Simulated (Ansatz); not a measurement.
This Ansatz (a first-principles code) input is the reference run, C (space group P4_32_12, No. 96; a hypothetical phase, not in the database extracts checked), computed with Ansatz PBEsol, without spin-orbit coupling:

Ansatz 0.2 input:
```yaml
crystal:
  lattice:
    - [3.7825699792, 0, 0]
    - [0, 3.7825699792, 0]
    - [0, 0, 4.648444652]
  atoms:
    - { symbol: C, position: [0.0757723574, 0.0757723574, 0] }
    - { symbol: C, position: [0.4242276426, 0.5757723574, 0.75] }
    - { symbol: C, position: [0.9242276426, 0.9242276426, 0.5] }
    - { symbol: C, position: [0.5757723574, 0.4242276426, 0.25] }
    - { symbol: C, position: [0.1666114365, 0.3792576667, 0.2173428262] }
    - { symbol: C, position: [0.1207423333, 0.6666114365, 0.9673428262] }
    - { symbol: C, position: [0.8333885635, 0.6207423333, 0.7173428262] }
    - { symbol: C, position: [0.8792576667, 0.3333885635, 0.4673428262] }
    - { symbol: C, position: [0.6666114365, 0.1207423333, 0.0326571738] }
    - { symbol: C, position: [0.6207423333, 0.8333885635, 0.2826571738] }
    - { symbol: C, position: [0.3333885635, 0.8792576667, 0.5326571738] }
    - { symbol: C, position: [0.3792576667, 0.1666114365, 0.7826571738] }
basis: { ecutwfc: 420, ecutrho_ratio: 4, xc_grid: 2, fft_grid_basis: typed }
kpoints: { mp_grid: { grid: [7, 7, 6] } }
hamiltonian:
  xc: pbesol
  dispersion: none
  pseudopotentials: { kind: paw }
scf: { occupations: { method: fermi_dirac, width: 0.05 }, convergence: { dr2_threshold: 0.0000000012 } }
output: { forces: true, stress: true }
checkpoint: { write: state.ck, write_every: 1000 }
```

Problem. Write the input for this change: a negative pressure, −1 GPa.

Solution. 
Ansatz 0.2 input:
```yaml
crystal:
  lattice:
    - [3.7825699792, 0, 0]
    - [0, 3.7825699792, 0]
    - [0, 0, 4.648444652]
  atoms:
    - { symbol: C, position: [0.0757723574, 0.0757723574, 0] }
    - { symbol: C, position: [0.4242276426, 0.5757723574, 0.75] }
    - { symbol: C, position: [0.9242276426, 0.9242276426, 0.5] }
    - { symbol: C, position: [0.5757723574, 0.4242276426, 0.25] }
    - { symbol: C, position: [0.1666114365, 0.3792576667, 0.2173428262] }
    - { symbol: C, position: [0.1207423333, 0.6666114365, 0.9673428262] }
    - { symbol: C, position: [0.8333885635, 0.6207423333, 0.7173428262] }
    - { symbol: C, position: [0.8792576667, 0.3333885635, 0.4673428262] }
    - { symbol: C, position: [0.6666114365, 0.1207423333, 0.0326571738] }
    - { symbol: C, position: [0.6207423333, 0.8333885635, 0.2826571738] }
    - { symbol: C, position: [0.3333885635, 0.8792576667, 0.5326571738] }
    - { symbol: C, position: [0.3792576667, 0.1666114365, 0.7826571738] }
basis: { ecutwfc: 420, ecutrho_ratio: 4, xc_grid: 2, fft_grid_basis: typed }
kpoints: { mp_grid: { grid: [7, 7, 6] } }
hamiltonian:
  xc: pbesol
  dispersion: none
  pseudopotentials: { kind: paw }
scf: { occupations: { method: fermi_dirac, width: 0.05 } }
relax: { f_tol: 0.01, max_steps: 60, cell: { stress_tol: 0.02, p_target: -1.0 } }
output: { forces: true, stress: true }
checkpoint: { write: state.ck, write_every: 1000 }
```
This is the input that was run.

Load acts through the strain it causes; cell and atoms are relaxed under it. No phonon test of stability was made.
